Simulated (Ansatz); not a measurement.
## How the lattice constant a of BAs (model structure, started from the WC type, P-6m2, No. 187, 2 atoms in the cell) moves with the method

No measured value is used here.

```json
[
 {"level (code)": "LDA (Ansatz)", "value (Å)": "?"},
 {"level (code)": "PBE (Ansatz)", "value (Å)": "3.193"},
 {"level (code)": "PBEsol (Ansatz)", "value (Å)": "3.150"},
 {"level (code)": "PBE-D3(BJ) (Ansatz)", "value (Å)": "3.145"},
 {"level (code)": "r²SCAN (Ansatz)", "value (Å)": "3.191"},
 {"level (code)": "r²SCAN+rVV10 (Ansatz)", "value (Å)": "?"}
]
```

Q: Complete the blanks.

A: 
- LDA (Ansatz, a program for electronic structure), value (Å): 3.130
- r²SCAN+rVV10 (Ansatz), value (Å): 3.181

Cutoffs differ between the levels. Ansatz's density-functional and Hartree–Fock values are scalar-relativistic unless marked +SOC, with PAW data made under PBE.

A model structure was made by putting elements into a prototype or built by hand; it is no filed structure, need not be a known phase, and can be a saddle point held by its symmetry.
